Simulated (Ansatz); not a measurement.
A self-consistent single point of BaP4Pd2 (I4/mmm, 7 atoms in the cell) with Ansatz (an electronic-structure program).

Method: LDA (PW92) with spin-orbit coupling, default PAW files made with PBE (plane waves; Ansatz).

```
Ba(P2Pd)2
1.0
   -3.42191     3.42191     2.98690
    3.42191    -3.42191     2.98690
    3.42191     3.42191    -2.98690
Ba P Pd
1 4 2
Direct
  0.00000   0.00000   0.00000
  0.27381   0.50000   0.77381
  0.72619   0.50000   0.22619
  0.50000   0.72619   0.22619
  0.50000   0.27381   0.77381
  0.75000   0.25000   0.50000
  0.25000   0.75000   0.50000
```

Reference input (self-consistent single point, DFT, LDA (PW92), plane waves, default PAW files made with PBE): kpoints.mp_grid.grid = 6 6 6; hamiltonian.xc = lda; hamiltonian.pseudopotentials = {kind: paw} (the program's default PAW files); scf.occupations.method = fermi_dirac; scf.occupations.width = 0.136 eV. This run's input differs from it in these lines:

Ansatz 0.2 input:
```diff
@@ -18,2 +18,5 @@
   pseudopotentials: { kind: paw }
+magnetization:
+  noncollinear: true
+  spin_orbit: true
 scf:
```

Output, abridged:

```
SCF iter   1: F=—  HF=-22408.903344 eV  |F-HF|=—  |Δ(HF+E_count)|=         —  Δρ=2.89e-1  dr2=2.44e2  dr2_m=0.00e0 (ungated)  ethr=3.10e-3  |M|=0.00e0 ∫|m|=0.00e0 μB  |m|>n=0.0e0 m-floor=0.0e0 τ_xc=0.0e0  β_m=0.30  ⟨swp⟩=15.7  Hψ=9193  notcnv=0
all-band conjugate gradients solve this SCF's bands
preconditioner: auto → Kerker (q_TF=auto, 2.407 Å⁻¹)
spin=Noncollinear: Kerker preconditioning applied to the charge; magnetization (m_x, m_y, m_z) channels mix plain (no charge-response kernel on spin).
   [... lines left out ...]
SCF iter   9: F=—  HF=-22386.438504 eV  |F-HF|=—  |Δ(HF+E_count)|=   9.27e-5  Δρ=2.70e-5  dr2=2.47e-6  dr2_m=0.00e0 (ungated)  ethr=1.36e-8  |M|=0.00e0 ∫|m|=0.00e0 μB  |m|>n=0.0e0 m-floor=0.0e0 τ_xc=0.0e0  β_m=0.99  ⟨swp⟩=2.4  Hψ=1881  notcnv=0  defer=4
SCF iter  10: F=-22386.438503 eV  HF=-22386.438503 eV  |F-HF|=4.21e-9  |Δ(HF+E_count)|=   5.20e-7  Δρ=2.74e-6  dr2=1.21e-8  dr2_m=0.00e0 (ungated)  ethr=1.52e-10  |M|=0.00e0 ∫|m|=0.00e0 μB  |m|>n=0.0e0 m-floor=0.0e0 τ_xc=0.0e0  ⟨swp⟩=13.7  Hψ=8662  notcnv=0
SCF 1 converged in 10 iterations: F = -22386.438503 eV  dr2 = 1.21e-8
Magnetization: |M| = 0.0000 μB,  M = (+0.0000, +0.0000, +0.0000) μB
Absolute magnetization: 0.0000 μB (∫|m|)
  site 0: m = (+0.0000, +0.0000, +0.0000) μB, |m| = 0.0000 μB  (R = 1.39 Å)
  site 1: m = (+0.0000, +0.0000, +0.0000) μB, |m| = 0.0000 μB  (R = 0.90 Å)
  site 2: m = (+0.0000, +0.0000, +0.0000) μB, |m| = 0.0000 μB  (R = 0.90 Å)
  site 3: m = (+0.0000, +0.0000, +0.0000) μB, |m| = 0.0000 μB  (R = 0.90 Å)
  site 4: m = (+0.0000, +0.0000, +0.0000) μB, |m| = 0.0000 μB  (R = 0.90 Å)
  site 5: m = (+0.0000, +0.0000, +0.0000) μB, |m| = 0.0000 μB  (R = 0.99 Å)
  site 6: m = (+0.0000, +0.0000, +0.0000) μB, |m| = 0.0000 μB  (R = 0.99 Å)
Free energy (F): -22386.438503 eV
Internal energy: -22386.315815 eV  (E = F + TS)
E sigma→0 (E₀):  -22386.377159 eV
   [... lines left out ...]
Fermi energy:    11.101689 eV
   [... lines left out ...]
  atom   7  Pd     0.00000000     0.00000000     0.00000000
--- Stress (GPa, compression-positive) ---
       -4.246445       0.000000       0.000000
        0.000000      -4.246445       0.000000
        0.000000      -0.000000      -5.931729
  P = ⅓ Tr σ = -4.8082 GPa (-48.082 kbar)
  The stress holds the Pulay correction. Without it, at fixed plane waves, as pw.x and ABINIT print it: P = -4.8427 GPa
```

The run converged in 10 iterations. Against the reference run the pressure moves little (-4.80 to -4.81 GPa) and the largest force hardly changes (0.428 to 0.435 eV/Å).

The starting cell comes from a database of computed structures (which also holds hypothetical and non-ambient phases and stackings), without a prior relaxation at this level. With a pressure of about -5 GPa the cell is away from its equilibrium volume at this level. Ansatz's pressure includes its estimate of the finite-basis (Pulay) stress.

Cost on one core of a shared machine: roughly 60 s.
